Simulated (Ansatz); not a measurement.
Density of states of ZrSi (Cmcm) near the Fermi level, PBEsol, rigid bands (Ansatz, a first-principles code).

```
E − E_F (eV) | states/eV/cell
    -1.95 | ################ 2.16
    -1.85 | ############# 1.77
    -1.75 | ############# 1.73
    -1.65 | ################## 2.47
    -1.55 | #################### 2.72
    -1.45 | ####################### 3.11
    -1.35 | ############################## 4.03
    -1.25 | ############################ 3.78
    -1.15 | ##################### 2.83
    -1.05 | ################ 2.18
    -0.95 | ############### 1.97
    -0.85 | ############# 1.77
    -0.75 | ############ 1.62
    -0.65 | ############ 1.62
    -0.55 | ############## 1.86
    -0.45 | ############# 1.75
    -0.35 | ########### 1.42
    -0.25 | ######## 1.02
    -0.15 | ####### 0.89
    -0.05 | ####### 0.94
     0.05 | ######## 1.06
     0.15 | ######### 1.22
     0.25 | ########### 1.52
     0.35 | ############### 2.01
     0.45 | ################## 2.45
     0.55 | ################# 2.28
     0.65 | ############## 1.87
     0.75 | ############## 1.86
     0.85 | ############### 2.06
     0.95 | ################ 2.20
     1.05 | ################ 2.16
     1.15 | ################ 2.16
     1.25 | ################## 2.37
     1.35 | ################### 2.51
     1.45 | ################# 2.32
     1.55 | ################# 2.31
     1.65 | ################# 2.32
     1.75 | ################## 2.39
     1.85 | ################### 2.55
```

**Question.** With 4 atoms a cell, what bare Sommerfeld coefficient γ = (π²/3) k_B² N(E_F) follows?

**Answer.** N(E_F) ≈ 1.00 states/eV a cell at 300 K, so γ ≈ 0.59 mJ/(mol of atoms·K²), before many-body enhancement (phonons, spin fluctuations, correlation).

**Question.** How far does the Fermi level move in a rigid band for 0.1 electron a cell added or removed?

**Answer.** 94 meV and -106 meV.

A metal at this level (no band gap); rigid bands, thermally averaged at 300 K, both spins. Spin-orbit coupling is left out. Geometry: cell and atoms relaxed with PBEsol.

Formula and space group known from diffraction (Crystallography Open Database), not checked to be the room-temperature form: ZrSi (Cmcm).
